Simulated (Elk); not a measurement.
A self-consistent single point of BaAlGeH (P3m1, 4 atoms in the cell) with Elk.

Level of theory: Elk 10.2.4 with LDA (PW92), all-electron FP-LAPW, Elk's shipped species files, default APW+lo basis.

```yaml
crystal:
  lattice:
    - [4.40073, 0.00000, 0.00000]
    - [-2.20036, 3.81114, 0.00000]
    - [0.00000, 0.00000, 5.27210]
  atoms:
    - { symbol: Ba, position: [0.33333, 0.66667, 0.09902] }
    - { symbol: Al, position: [0.00000, 0.00000, 0.64135] }
    - { symbol: Ge, position: [0.66667, 0.33333, 0.55274] }
    - { symbol: H, position: [0.00000, 0.00000, 0.97289] }
```

Reference input (self-consistent single point, DFT, LDA (PW92), all-electron FP-LAPW, Elk's shipped species files, default APW+lo basis): swidth = 0.000367493 Ha; ngridk = 5 5 3; maxscl = 100. This run's input differs from it in these lines:

```diff
@@ -33,3 +33,3 @@
 ngridk
-  5 5 3
+  4 4 3
```

Output (repeated stretches shortened):

```
│ Self-consistent loop started │
│ Loop number : 1 │
 total energy                :     -10477.4314813
│ Loop number : 2 │
 total energy                :     -10477.4214292
RMS change in Kohn-Sham potential (target) :   0.7931399138E-01 (  0.1000000000E-05)
Absolute change in total energy (target)   :   0.1005210277E-01 (  0.1000000000E-03)
│ Loop number : 3 │
 total energy                :     -10477.1303337
RMS change in Kohn-Sham potential (target) :   0.7348690730E-01 (  0.1000000000E-05)
Absolute change in total energy (target)   :   0.2936084872     (  0.1000000000E-03)
│ Loop number : 4 │
   [... lines left out ...]
Absolute change in total energy (target)   :   0.8455418902E-03 (  0.1000000000E-03)
│ Loop number : 13 │
 total energy                :     -10471.8866012
RMS change in Kohn-Sham potential (target) :   0.5037571824E-06 (  0.1000000000E-05)
Absolute change in total energy (target)   :   0.1725542970E-03 (  0.1000000000E-03)
│ Loop number : 14 │
 total energy                :     -10471.8865972
RMS change in Kohn-Sham potential (target) :   0.3896574861E-07 (  0.1000000000E-05)
Absolute change in total energy (target)   :   0.4712028203E-04 (  0.1000000000E-03)
Convergence targets achieved

│ Loop number : 15 │

Energies :
 Fermi                       :     0.198432869148
 total energy                :     -10471.8865953

Density of states at Fermi energy :   0.2721706208E-06
 (states/Hartree/unit cell)

Estimated indirect band gap :   0.3361568477E-01
 from k-point     11 to k-point      3
Estimated direct band gap   :   0.4485957936E-01
 at k-point      3

Charges :
 core                        :    58.00000000
 valence                     :    44.00000000
 interstitial                :    6.168646097
 muffin-tins (core leakage)
  species :    1 (Ba)
   atom    1                 :    53.70514435     (  0.5443047634E-05)
  species :    2 (Al)
   atom    1                 :    10.85399504     (  0.1496525043E-02)
  species :    3 (Ge)
   atom    1                 :    30.60215173     (  0.3459491398E-03)
  species :    4 (H)
   atom    1                 :   0.6700627891     (   0.000000000    )
 total in muffin-tins        :    95.83135390
 total calculated charge     :    101.9842828
 total charge                :    102.0000000
 error                       :   0.1571715197E-01

│ Self-consistent loop stopped │
```

The run converged in 15 iterations. The count includes the last loop, which Elk runs after its targets are met. Against the reference run the free energy rises by 10.8 meV/atom and the gap on the mesh goes from 1.083 to 0.915 eV.

The starting cell comes from a database of computed structures (which also holds hypothetical and non-ambient phases and stackings), without a prior relaxation at this level. Its lattice was rescaled by a random factor within 2.5 % of one. Values depend on the basis (sphere radii, cutoffs, local orbitals), which need not be converged.
